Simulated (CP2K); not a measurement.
Worked example: self-consistent single point of MgGeAs₂ (I-42d, 8 atoms in the cell) in CP2K.

Computed with LDA (Pade form), GPW, DZVP-MOLOPT-SR-GTH basis, GTH-PADE potentials (GTH_POTENTIALS) (CP2K 2026.2).

The change in words: lattice scaled by 0.98. Reference geometry:
```
MgGeAs2
1.0
    6.97088     0.00000     0.00000
    1.87688     6.71346     0.00000
   -4.42388    -3.35673     4.21365
Mg Ge As
2 2 4
Direct
  0.75000   0.25000   0.50000
  0.00000   0.00000   0.00000
  0.50000   0.50000   0.00000
  0.25000   0.75000   0.50000
  0.87500   0.39990   0.02490
  0.60010   0.62500   0.47510
  0.37500   0.85010   0.97510
  0.14990   0.12500   0.52490
```

Reference input (self-consistent single point, DFT LDA (Pade form), GPW, DZVP-MOLOPT-SR-GTH basis, GTH-PADE potentials (GTH_POTENTIALS)): CUTOFF = 1000 Ry; REL_CUTOFF = 40 Ry; SMEAR/METHOD = FERMI_DIRAC; ELECTRONIC_TEMPERATURE = 580.23 K; KPOINTS/SCHEME = MONKHORST-PACK 3 3 3; XC_FUNCTIONAL = PADE; Mg/BASIS_SET = DZVP-MOLOPT-SR-GTH; Mg/POTENTIAL = GTH-PADE-q10; Ge/BASIS_SET = DZVP-MOLOPT-SR-GTH; Ge/POTENTIAL = GTH-PADE-q4; As/BASIS_SET = DZVP-MOLOPT-SR-GTH; As/POTENTIAL = GTH-PADE-q5. This run's input differs from it in these lines:

```diff
@@ -62,5 +62,5 @@
     &CELL
-      A 6.97088300 0.00000000 0.00000000
-      B 1.87688200 6.71345800 0.00000000
-      C -4.42388200 -3.35672900 4.21364900
+      A 6.83146500 0.00000000 0.00000000
+      B 1.83934400 6.57918900 0.00000000
+      C -4.33540400 -3.28959400 4.12937600
       PERIODIC XYZ
```

Output (repeated stretches shortened):

```
 SCF WAVEFUNCTION OPTIMIZATION

  Step     Update method      Time    Convergence         Total energy    Change
     1 NoMix/Diag. 0.30E+00      -     1.70747629      -160.3740087424 -1.60E+02
     2 Broy./Diag. 0.30E+00      -     0.05958627      -159.7056395002  6.68E-01
     3 Broy./Diag. 0.30E+00      -     0.05541882      -159.7804752766 -7.48E-02
     4 Broy./Diag. 0.30E+00      -     0.01816415      -159.8493717789 -6.89E-02
     5 Broy./Diag. 0.30E+00      -     0.00066001      -159.8541865549 -4.81E-03
     6 Broy./Diag. 0.30E+00      -     0.00146782      -159.8503205688  3.87E-03
   [... 2 lines left out ...]
     9 Broy./Diag. 0.30E+00      -     0.00001953      -159.8443845132  3.02E-04
    10 Broy./Diag. 0.30E+00      -     0.00000178      -159.8444376453 -5.31E-05
    11 Broy./Diag. 0.30E+00      -     0.00000171      -159.8445195878 -8.19E-05
    12 Broy./Diag. 0.30E+00      -     0.00000007      -159.8445404043 -2.08E-05
  *** SCF run converged in    12 steps ***

  Overlap energy of the core charge distribution:               0.00000006036451
  Self energy of the core charge distribution:               -338.41811545599091
  Core Hamiltonian energy:                                     97.28439559317020
  Hartree energy:                                             106.78187025830384
  Exchange-correlation energy:                                -25.49269072814814
  Electronic entropic energy:                                  -0.00000013199082
  Fermi energy:                                                 0.16276000762730

  Total energy:                                              -159.84454040429154
  Total energy (extrapolated to T->0):                       -159.84454033829613

                     Mulliken Population Analysis

   [... lines left out ...]

 STRESS| Analytical stress tensor [bar]
 STRESS|                        x                   y                   z
 STRESS|      x        2.00682362767E+04  -1.82432301866E+03  -1.73264826129E+00
 STRESS|      y       -1.82432301866E+03   2.10884976317E+04  -1.29550676793E+00
 STRESS|      z       -1.73264826129E+00  -1.29550676793E+00   2.24711162230E+04
 STRESS| 1/3 Trace                                             2.12092833771E+04
```

The run converged in 12 iterations. Against the reference run the free energy rises by 1.3 meV/atom, the pressure goes from -1.64 to 2.12 GPa, the largest force goes from 0.093 to 0.011 eV/Å and the gap on the mesh goes from 0.613 to 1.005 eV.

The starting cell comes from a database of computed structures (which also holds hypothetical and non-ambient phases and stackings), without a prior relaxation at this level. For this run, on top of that: lattice scaled by 0.98. Values carry the incompleteness of an atom-centred basis.

Cost on one core of a shared machine: roughly 50 s.
